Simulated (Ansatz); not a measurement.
**A computed series for InSb: response to strain**

Start from InSb in the zinc blende structure (space group F-43m, No. 216; a = 6.519 Å). Axes: x, y, z lie along the cube axes.

Strains are applied to the cell and any free atomic positions relax; under biaxial strain the out-of-plane vector relaxes too.

All numbers come from PBEsol (Ansatz, a program for electronic structure, PAW, no SOC).

Notes on the quantities. energy relative to the base: free energy F; pressure: mean of the normal stresses, compression positive.

```json
[
 {"case": "base", "energy relative to the base": "0 meV/atom", "shortest interatomic distance": "2.823 Å", "pressure": "0.0 GPa", "space group": "F-43m (No. 216)"},
 {"case": "biaxial strain −2.39 %, plane normal [001], relaxed out of plane", "energy relative to the base": "+7.5 meV/atom", "shortest interatomic distance": "2.803 Å", "pressure": "1.0 GPa", "space group": "I-4m2 (No. 119)"},
 {"case": "biaxial strain −1.32 %, plane normal [110], relaxed out of plane", "energy relative to the base": "+3.1 meV/atom", "shortest interatomic distance": "2.801 Å", "pressure": "0.7 GPa", "space group": "Imm2 (No. 44)"},
 {"case": "biaxial strain −0.89 %, plane normal [111], relaxed out of plane", "energy relative to the base": "(withheld)", "shortest interatomic distance": "(withheld)", "pressure": "(withheld)", "space group": "R3m (No. 160)"},
 {"case": "isotropic strain −0.34 %", "energy relative to the base": "+0.5 meV/atom", "shortest interatomic distance": "2.813 Å", "pressure": "0.4 GPa", "space group": "F-43m (No. 216)"},
 {"case": "uniaxial strain ε_yy = +1.61 %", "energy relative to the base": "+1.7 meV/atom", "shortest interatomic distance": "2.838 Å", "pressure": "-0.7 GPa", "space group": "I-4m2 (No. 119)"},
 {"case": "uniaxial strain ε_yy = +1.68 %", "energy relative to the base": "+1.9 meV/atom", "shortest interatomic distance": "2.839 Å", "pressure": "-0.7 GPa", "space group": "I-4m2 (No. 119)"},
 {"case": "tensor shear ε_xy = +0.44 %", "energy relative to the base": "+0.2 meV/atom", "shortest interatomic distance": "2.820 Å", "pressure": "0.0 GPa", "space group": "Imm2 (No. 44)"}
]
```

**Question.** Some entries are withheld; estimate them.

**Answer.** 
- biaxial strain −0.89 %, plane normal [111], relaxed out of plane, energy relative to the base: +1.5 meV/atom
- biaxial strain −0.89 %, plane normal [111], relaxed out of plane, shortest interatomic distance: 2.808 Å
- biaxial strain −0.89 %, plane normal [111], relaxed out of plane, pressure: 0.5 GPa

Stability against distortions was not tested. All final runs are without spin polarisation.
